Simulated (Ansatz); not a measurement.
**Molecular dynamics of TiSi, 2310 K**

System: composition TiSi, cell Ti24Si24, held well above this temperature first [in the run: it was liquid; mean temperature 2404 K (target 2310 K); density 3.59 g/cm³; mean pressure -0.6 GPa against a target of 0].

All values below come from r2SCAN (plane waves, PAW; Ansatz, a first-principles code).

- number of atoms: 48
- time step: 1.5 fs; target pressure 0 GPa
- sampled time: 2.4 ps (NVE); in preparation the cell's shape was held
- plane-wave cutoff: 500 eV
- k-points: one point, (1/4, 1/4, 1/4)
- Fermi-Dirac width: 0.199 eV
- spin: not polarised; no spin-orbit coupling

| Property | Result |
|---|---|
| mean temperature | 2404 ± 39 K |
| mean pressure | -0.63 ± 0.26 GPa |
| volume per atom | 17.6 Å³ |
| density | 3.59 g/cm³ |
| first peak of g(Si-Si) | 2.46 Å, height 1.6 |
| first minimum of g(Si-Si) | near 3.2 Å |
| first peak of g(Si-Ti) | 2.59 Å, height 3.5 |
| first minimum of g(Si-Ti) | near 3.7 Å |
| first peak of g(Ti-Ti) | 2.85 Å, height 1.6 |
| first minimum of g(Ti-Ti) | near 4.2 Å |
| coordination of Si (bonds up to Si-Si 3.22, Si-Ti 3.66 Å) | 9.3 (9-fold 32 %, 10-fold 27 %, 8-fold 18 %) |
| coordination of Ti (bonds up to Si-Ti 3.66, Ti-Ti 4.18 Å) | 14.3 (14-fold 30 %, 15-fold 27 %, 13-fold 19 %) |
| Si-Ti-Ti angle | mean 92°, spread 36°, most frequent near 50° |
| Ti-Ti-Ti angle | mean 98°, spread 34°, most frequent near 58° |
| Si-Ti-Si angle | mean 99°, spread 33°, most frequent near 94° |
| Si-Si-Ti angle | mean 94°, spread 34°, most frequent near 58° |
| state | all species diffuse (liquid) |
| mean vibrational (phonon) frequency | 6.1 THz |

Preparation at the same level, by Langevin dynamics: ease 0.15 ps at 1572 K; melt 0.45 ps at 3145 K, volume free at 4 GPa; cool 0.14 ps from 3145 to 2310 K (5900 K/ps); cool 0.20 ps at 2310 K, volume free; settle 0.59 ps at 2310 K, volume free; hold 0.14 ps at 2310 K. The atoms began on random sites, so units and networks may differ from a laboratory melt's. Atoms moved only 1.4 Å² (mean square) in the hot stage, so mixing may be incomplete. The cell wasn't fully relaxed to the target pressure: the run's mean is -0.6 GPa. On the run's last frame a denser k-mesh moved the forces by 0.045 eV/Å rms, the static pressure by 0.03 GPa and the free energy by 3 meV/atom, which is about how far such values are converged. Warnings of the run: stress scf threshold loose, symmetry auto disabled.

Averages come from a short run of a small periodic cell.
